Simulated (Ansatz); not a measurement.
System: AlN (Fm-3m, No. 225, 2 atoms in the cell; start mp-1330; high-pressure phase). Method: r²SCAN (Ansatz, an electronic-structure program, plane waves, PAW).

Numerical settings: plane-wave cutoff 560 eV, 14×14×14 k mesh, Fermi–Dirac smearing 0.01 eV, scalar-relativistic PAW data made under PBE.

The cell is the one relaxed with PBEsol. Conventional cell: a = 4.0445 Å, b = 4.0445 Å, c = 4.0445 Å, α = 90.00°, β = 90.00°, γ = 90.00°.

```
CELL_PARAMETERS angstrom
      0.00000     2.02227     2.02227
      2.02227     0.00000     2.02227
      2.02227     2.02227     0.00000
ATOMIC_POSITIONS crystal
  Al 0.50000 0.50000 0.50000
  N  0.00000 0.00000 0.00000
```

Q: List the 5 lowest band energies at Γ above −25 eV (eV, relative to the valence band maximum), grouping those that round alike.

A: At Γ: -18.38, 0.00 (×3), 6.45.

Note: cell and atoms aren't relaxed at this level (pressure -1.6 GPa).

A start named mp-… is a Materials Project structure, which need not be a measured phase.
